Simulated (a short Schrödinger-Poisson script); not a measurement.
System: symmetric double-gate stack, Si3N4 on p-type Si(111), at 300 K.

```
layer  material  thickness (nm)  Na (cm⁻³)
-----  --------  --------------  ---------
1         Si3N4             3.9          -
2            Si              10       1e17
3         Si3N4             3.9          -
```

Constants are typed, rounded textbook-type inputs, not results; the design itself was drawn at random and stands for no fabricated device. Si3N4: permittivity 7.5, conduction-band edge (eV) 1.95, gap (eV) 5.1, electron mass (mₑ) 0.5. Si: permittivity 11.7, conduction-band edge (eV) 0, gap (eV) 1.124, Nv at 300 K (cm⁻³) 3.1e19.

Channel valleys (confinement mass, in-plane density-of-states mass, number): Δ6 0.258, 0.358, 6. At the gates, both at one voltage, the conduction-band edge of layer 1 lies 2.54 eV − eVg above the Fermi level of the channel. Gaps are held at their typed values at every temperature. Mesh 0.03 nm at interfaces.

Solved with a short Schrödinger-Poisson script written for these runs: 1D Poisson equation in equilibrium, electrons quantum, Hartree (BenDaniel-Duke, 12 states a valley, the channel's in-plane mass for all, wave functions free to enter the dielectric), parabolic valleys, classical holes, full ionisation, no traps, pinning or gate leakage.

The same stack at other levels of the model or other numerical settings:

| run | sheet density of all electrons at Vg = 2 V (cm⁻²) | sheet density of all electrons at Vg = 0.8 V (cm⁻²) | capacitance of both gates at Vg = 2 V (μF/cm²) | rough cost against the base |
|---|---|---|---|---|
| base | 2.42e13 | 3.82e12 | 2.91 | about 1 |
| electrons treated as classical, Boltzmann | 2.81e13 | 4.58e12 | 3.27 | 0.05 |
| electrons treated as classical, Fermi-Dirac | 2.71e13 | 4.53e12 | 3.11 | 0.1 |
| mesh six times as coarse | 2.42e13 | 3.80e12 | 2.90 | 0.3 |

The classical rows ignore confinement, and Boltzmann statistics overrate the density once the band edge passes the Fermi level.
